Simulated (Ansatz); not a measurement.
Defect migration in rock-salt MgO strained by -1.5 % along x and y, z held: O vacancy, charge state +2. Level of theory: PBE, PAW (plane waves to 420 eV; Ansatz, an electronic-structure program).

Settings: 64 host sites, the strained lattice (strain from the relaxed PBE one, atoms relaxed), a 2×2×2 k-point mesh shifted by half a step, smearing 0.01 eV, spin-restricted, no image-charge correction. No zero-point or tunnelling terms. The charge state is imposed; whether it is stable for some Fermi level was not computed. Forms of the defect that were not tried may lie lower.

Relaxed starting cell (atoms counted from 1):

```xyz
63
Lattice="8.3796 0.0000 0.0000 0.0000 8.3796 0.0000 0.0000 0.0000 8.5072" Properties=species:S:1:pos:R:3 pbc="T T T"
Mg    -0.1633     0.0004     0.0061
Mg    -0.0283     0.0001     4.2602
Mg    -0.0243     4.1894     0.0064
Mg    -0.0162     4.1898     4.2600
Mg     4.3409    -0.0004     0.0065
Mg     4.2059     0.0001     4.2597
Mg     4.2018     4.1904     0.0063
Mg     4.1939     4.1898     4.2599
O      2.0889     0.0002     4.2600
O      2.0889     4.1899     0.0061
O      2.0889     4.1899     4.2601
O      6.2786     0.0001     0.0063
O      6.2786     0.0001     4.2598
O      6.2787     4.1898     0.0063
O      6.2787     4.1899     4.2599
Mg    -0.0069     2.0957     2.1332
Mg    -0.0071     2.0956     6.3868
Mg    -0.0068     6.2839     2.1331
Mg    -0.0068     6.2838     6.3868
Mg     4.1845     2.0957     2.1331
Mg     4.1845     2.0957     6.3869
Mg     4.1845     6.2839     2.1332
Mg     4.1843     6.2841     6.3865
O      2.0888     2.0485     2.0823
O      2.0888     2.0485     6.4373
O      2.0888     6.3312     2.0826
O      2.0887     6.3314     6.4377
O      6.2787     2.0836     2.1197
O      6.2786     2.0837     6.3998
O      6.2786     6.2961     2.1199
O      6.2787     6.2962     6.3999
Mg     2.0887     0.0000     2.3065
Mg     2.0889     0.0001     6.2134
Mg     2.0888     4.1897     2.1524
Mg     2.0888     4.1896     6.3676
Mg     6.2788     0.0000     2.1524
Mg     6.2784    -0.0001     6.3673
Mg     6.2787     4.1899     2.1435
Mg     6.2785     4.1899     6.3764
O      0.0405     0.0000     2.0823
O      0.0402     0.0002     6.4370
O      0.0054     4.1900     2.1197
O      0.0053     4.1899     6.3999
O      4.1372     0.0001     2.0824
O      4.1373    -0.0001     6.4374
O      4.1723     4.1898     2.1199
O      4.1723     4.1899     6.4000
Mg     2.0891     2.2520     0.0064
Mg     2.0888     2.1171     4.2600
Mg     2.0885     6.1277     0.0061
Mg     2.0887     6.2625     4.2597
Mg     6.2781     2.1131     0.0064
Mg     6.2786     2.1051     4.2599
Mg     6.2789     6.2667     0.0062
Mg     6.2787     6.2746     4.2599
O      0.0449     2.0441     0.0063
O      0.0058     2.0831     4.2597
O      0.0447     6.3358     0.0062
O      0.0059     6.2967     4.2599
O      4.1328     2.0440     0.0062
O      4.1719     2.0831     4.2599
O      4.1329     6.3355     0.0063
O      4.1718     6.2967     4.2600
```
Cell charge +2.

End state 1 differs by these moves (Å; atoms that move under 0.08 Å are left out):

| atom | element | Δx | Δy | Δz |
|---|---|---|---|---|
| 1 | Mg | 0.16 | 0.00 | 0.00 |
| 5 | Mg | -0.16 | 0.00 | 0.00 |
| 19 | Mg | -0.16 | 0.00 | 0.00 |
| 23 | Mg | 0.16 | 0.00 | 0.00 |
| 27 | O | 0.00 | 2.00 | 2.03 |
| 32 | Mg | 0.00 | 0.02 | -0.17 |
| 33 | Mg | 0.00 | 0.16 | 0.17 |
| 35 | Mg | 0.00 | -0.16 | 0.02 |
| 48 | Mg | 0.00 | -0.16 | 0.02 |
| 50 | Mg | 0.00 | 0.16 | 0.17 |
| 51 | Mg | 0.00 | 0.02 | -0.17 |

### Question
Predict the forward and backward barriers to end state 1 from PBE, PAW.

### Answer
forward 2.26 eV, backward 2.26 eV; at the saddle point atom 27 has neighbours 2 Mg at 1.81 Å. The saddle point's order was not checked, and it lies on a symmetry element of the cell, where a band can be held.

End state 2 differs by these moves (Å; atoms that move under 0.08 Å are left out):

```tsv
atom	element	Δx	Δy	Δz
1	Mg	0.16	-0.16	0.00
3	Mg	0.02	0.16	0.00
5	Mg	-0.16	-0.02	0.00
16	Mg	0.00	0.00	0.17
17	Mg	0.00	0.00	-0.17
32	Mg	0.00	0.00	-0.17
33	Mg	0.00	0.00	0.17
48	Mg	0.16	-0.16	0.00
50	Mg	0.02	0.16	0.00
52	Mg	-0.16	-0.02	0.00
56	O	1.99	-1.99	0.00
```

### Question
Predict the forward and backward barriers to end state 2 from PBE, PAW.

### Answer
forward 2.33 eV, backward 2.33 eV; at the saddle point atom 56 has neighbours 2 Mg at 1.80 Å. The saddle point's order was not checked, and it lies on a symmetry element of the cell, where a band can be held.
